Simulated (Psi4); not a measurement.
Psi4 1.11, TPSS/def2-svp: Ta(O)(F)(OMe)2 (C[O][Ta](=[O])([F])[O]C), 13 atoms. The geometry is a generated start, not checked to be a minimum at this level.

```
Quantity                                             Result
--------------------------  -------------------------------
task                                                 energy
method                                                 tpss
basis                                              def2-svp
memory                                                 3 GB
maxiter                                                 100
keys of the molecule block                      symmetry c1
scf_type                                       df (default)
guess                        auto, which took SAD (default)
scf_initial_accelerator                     adiis (default)
e_convergence                               1e-06 (default)
d_convergence                               1e-06 (default)
dft_radial_points                              75 (default)
dft_spherical_points                          302 (default)
effective core potentials   those of the basis set, past Kr
basis functions                                         146
grid points                                          280451
```

```xyz
13

Ta    -0.3510     0.7958     0.4731
O     -0.6439     1.9562    -0.7548
F     -0.8128     1.5907     2.1422
O      1.4237     0.3844     0.5264
C      2.7429     0.4991     0.0805
H      3.2568    -0.4635     0.1800
H      2.7487     0.8114    -0.9714
H      3.2671     1.2495     0.6818
O     -1.4204    -0.6592     0.2174
C     -2.3647    -1.3947    -0.5017
H     -3.2072    -1.6486     0.1498
H     -2.7290    -0.8006    -1.3499
H     -1.9101    -2.3204    -0.8733
```

Charge 0 and multiplicity 1 are set for this test and not shown to be the ground state.

One run each on 2 threads. Values of diis_max_vecs tried: 3, 6, 10 (default), 20.

Task: How does the count of SCF iterations change with diis_max_vecs, and where is it least?

Result: Fewest SCF iterations, within one of each other: 6 with 13, 10 (default) with 12, 20 with 12. The count rises to 57 at 3. All converge to one solution.

| diis_max_vecs | SCF iterations | end |
|---|---|---|
| 3 | 57 | same solution |
| 6 | 13 | same solution |
| 10 (default) | 12 | same solution |
| 20 | 12 | same solution |
